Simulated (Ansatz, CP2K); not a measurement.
An Ansatz (a program for electronic structure) input for a self-consistent single point of Ta2Co (I4/mcm, 6 atoms in the cell) (DFT, PBEsol, plane waves, default PAW files made with PBE):

Ansatz 0.2 input:
```yaml
crystal:
  lattice:
    - [-2.981297, 2.981297, 2.433105]
    - [2.981297, -2.981297, 2.433105]
    - [2.981297, 2.981297, -2.433105]
  atoms:
    - { symbol: Ta, position_ang: [3.943362, 0.962065, 0.000000] }
    - { symbol: Ta, position_ang: [-0.962065, 2.019232, 2.433105] }
    - { symbol: Ta, position_ang: [2.019232, 0.962065, 2.433105] }
    - { symbol: Ta, position_ang: [0.962065, 2.019232, 0.000000] }
    - { symbol: Co, position_ang: [-0.000000, 0.000000, 3.649657] }
    - { symbol: Co, position_ang: [0.000000, 0.000000, 1.216552] }
kpoints:
  mp_grid:
    grid: [6, 6, 6]
hamiltonian:
  xc: pbesol
  pseudopotentials:
    kind: paw
scf:
  occupations:
    method: fermi_dirac
    width: 0.1
output:
  forces: true
  eigenvalues: true
  stress: true
```

Question: Translate this input to CP2K.

Answer: This is the input that was run; spellings and numerical settings could be chosen otherwise.

```
&GLOBAL
  PROJECT bulk
  RUN_TYPE ENERGY_FORCE
  PRINT_LEVEL LOW
&END GLOBAL
&FORCE_EVAL
  METHOD Quickstep
  STRESS_TENSOR ANALYTICAL
  &DFT
    BASIS_SET_FILE_NAME BASIS_MOLOPT
    POTENTIAL_FILE_NAME GTH_POTENTIALS
    &QS
      METHOD GPW
      EPS_DEFAULT 1E-10
    &END QS
    &MGRID
      CUTOFF 600
      REL_CUTOFF 40
      NGRIDS 5
    &END MGRID
    &SCF
      SCF_GUESS ATOMIC
      EPS_SCF 1E-6
      MAX_SCF 100
      ADDED_MOS 14
      &DIAGONALIZATION
        ALGORITHM STANDARD
      &END DIAGONALIZATION
      &MIXING
        METHOD BROYDEN_MIXING
        ALPHA 0.3
        NBUFFER 12
      &END MIXING
      &SMEAR ON
        METHOD FERMI_DIRAC
        ELECTRONIC_TEMPERATURE [K] 1160.45
      &END SMEAR
    &END SCF
    &KPOINTS
      SCHEME MONKHORST-PACK 6 6 6
      GAMMA_CENTERED T
    &END KPOINTS
    &XC
      &XC_FUNCTIONAL
        &PBE
          PARAMETRIZATION PBESOL
        &END PBE
      &END XC_FUNCTIONAL
    &END XC
    &PRINT
      &MO
        EIGENVALUES T
        OCCUPATION_NUMBERS T
        NDIGITS 8
        FILENAME mo
        &EACH
          QS_SCF 0
        &END EACH
        ADD_LAST NUMERIC
      &END MO
      &MULLIKEN OFF
      &END MULLIKEN
    &END PRINT
  &END DFT
  &SUBSYS
    &CELL
      ABC 4.86788100 4.86788126 4.86788123
      ALPHA_BETA_GAMMA 104.46736062 104.46735828 120.02270465
      PERIODIC XYZ
    &END CELL
    &COORD
      SCALED
      Ta       0.16135000     0.66135000     0.82270000
      Ta       0.83865000     0.33865000     0.17730000
      Ta       0.66135000     0.83865000     0.50000000
      Ta       0.33865000     0.16135000     0.50000000
      Co       0.75000000     0.75000000     0.00000000
      Co       0.25000000     0.25000000     0.00000000
    &END COORD
    &KIND Ta
      BASIS_SET DZVP-MOLOPT-SR-GTH-q13
      POTENTIAL GTH-PBE-q13
    &END KIND
    &KIND Co
      BASIS_SET DZVP-MOLOPT-SR-GTH-q17
      POTENTIAL GTH-PBE-q17
    &END KIND
  &END SUBSYS
  &PRINT
    &FORCES ON
    &END FORCES
    &STRESS_TENSOR ON
    &END STRESS_TENSOR
  &END PRINT
&END FORCE_EVAL
```

Basis settings and potentials, where a program has them, do not carry over. This input uses DFT PBEsol, GPW, DZVP-MOLOPT-SR-GTH basis, GTH-PBE potentials (GTH_POTENTIALS).

The starting cell comes from a database of computed structures (which also holds hypothetical and non-ambient phases and stackings), without a prior relaxation at this level. For this run, on top of that: lattice scaled by 0.98.
